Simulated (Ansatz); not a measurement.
**Several settings converged on TaBeB (P3m1, 3 atoms in the cell)**

```
TaBeB
1.0
    3.24015     0.00000     0.00000
   -1.62007     2.80605     0.00000
    0.00000     0.00000     3.23636
Ta Be B
1 1 1
Direct
  0.00000   0.00000   0.01545
  0.33333   0.66667   0.50000
  0.66667   0.33333   0.50000
```

Base method: LDA (PW92), default PAW files made with PBE (plane waves; Ansatz, a program for electronic structure).

Base settings: basis.ecutwfc = 420 eV; kpoints.mp_grid.grid = 12 12 10; hamiltonian.xc = lda; hamiltonian.pseudopotentials = {kind: paw} (the program's default PAW files); scf.occupations.method = fermi_dirac; scf.occupations.width = 0.1 eV.

The count of work is k-points × plane waves × bands × iterations; it is no time. 

**The width of Fermi-Dirac smearing**

In this ladder: kpoints.mp_grid.grid = 20 20 16.

Narrow widths need finer meshes than wide ones, so the last steps can hold mesh noise.

Only quantities that move along the ladder and can be compared are tabulated; pressure and forces are left out, as mesh noise rules them at narrow widths.

| scf.occupations.width | free energy less the last step's (meV/atom) | energy extrapolated to zero width less the last step's (meV/atom) |
|---|---|---|
| 1 eV | -385.08 | 111.41 |
| 0.5 eV | -62.68 | 18.34 |
| 0.3 eV | -17.11 | 3.90 |
| 0.2 eV | -6.27 | 1.15 |
| 0.1 eV | -1.06 | 0.11 |
| 0.05 eV | 0.00 | 0.00 |

Widest scf.occupations.width that holds the energy extrapolated to zero width within 1 meV/atom of the last step, with all finer ones: 0.1 eV; the step before is off by 1.1 meV/atom.

Widest scf.occupations.width that holds the free energy within 5 meV/atom of the last step, with all finer ones: 0.1 eV; the step before is off by 6.3 meV/atom.

The extrapolation to zero width removes most of the smearing's effect on the energy.

**The width of Methfessel-Paxton smearing**

In this ladder: kpoints.mp_grid.grid = 20 20 16; scf.occupations.method = methfessel_paxton.

Narrow widths need finer meshes than wide ones, so the last steps can hold mesh noise.

Only quantities that move along the ladder and can be compared are tabulated; pressure and forces are left out, as mesh noise rules them at narrow widths.

```tsv
scf.occupations.width	free energy less the last step's (meV/atom)
1 eV	7.49
0.5 eV	1.01
0.3 eV	0.21
0.2 eV	0.08
0.1 eV	0.03
0.05 eV	0.00
```

Widest scf.occupations.width that holds the free energy within 2 meV/atom of the last step, with all finer ones: 0.5 eV; the step before is off by 7.5 meV/atom.

**The mesh under tetrahedron occupations**

In this ladder: scf.occupations.method = tetrahedron; scf.occupations.width = default.

Only quantities that move along the ladder and can be compared are tabulated.

| kpoints.mp_grid.grid | free energy less the last step's (meV/atom) | pressure (GPa) | largest difference of a force vector from the last step's (eV/Å) | count of work / last |
|---|---|---|---|---|
| 5 5 4 | 10.33 | -6.28 | 0.066 | 0.010 |
| 6 6 5 | 4.39 | -6.48 | 0.027 | 0.016 |
| 7 7 7 | -2.27 | -6.56 | 0.008 | 0.027 |
| 9 9 8 | 1.76 | -6.48 | 0.011 | 0.049 |
| 11 11 10 | 0.02 | -6.53 | 0.002 | 0.083 |
| 14 14 12 | 0.45 | -6.52 | 0.002 | 0.15 |
| 18 18 15 | 0.06 | -6.53 | 0.001 | 0.29 |
| 22 22 19 | 0.00 | -6.53 | 0.001 | 0.53 |
| 27 27 24 | 0.00 | -6.53 | 0.000 | 1.0 |

Coarsest kpoints.mp_grid.grid that holds the free energy within 5 meV/atom of the last step, with all finer ones: 6 6 5, at 0.016 of the last step's count of work; the step before is off by 10 meV/atom.

Coarsest kpoints.mp_grid.grid that holds the forces within 0.005 eV/Å of the last step, with all finer ones: 11 11 10, at 0.083 of the last step's count of work; the step before is off by 0.011 eV/Å.

Coarsest kpoints.mp_grid.grid that holds the pressure within 0.2 GPa of the last step, with all finer ones: 6 6 5, at 0.016 of the last step's count of work; the step before is off by 0.25 GPa.

On the base run: the starting cell comes from a database of computed structures (which also holds hypothetical and non-ambient phases and stackings), without a prior relaxation at this level. Its lattice was rescaled by up to half a per cent. One atom was moved a little off its site on purpose. Spin polarisation is off. In the base run, with a pressure of about -6 GPa the cell is away from its equilibrium volume at this level. Ansatz's pressure includes its estimate of the finite-basis (Pulay) stress.

Left out of this page: 4 runs of the series outside the window shown, repeating another row's setting, or not comparable.

Keys are those of Ansatz 0.2.
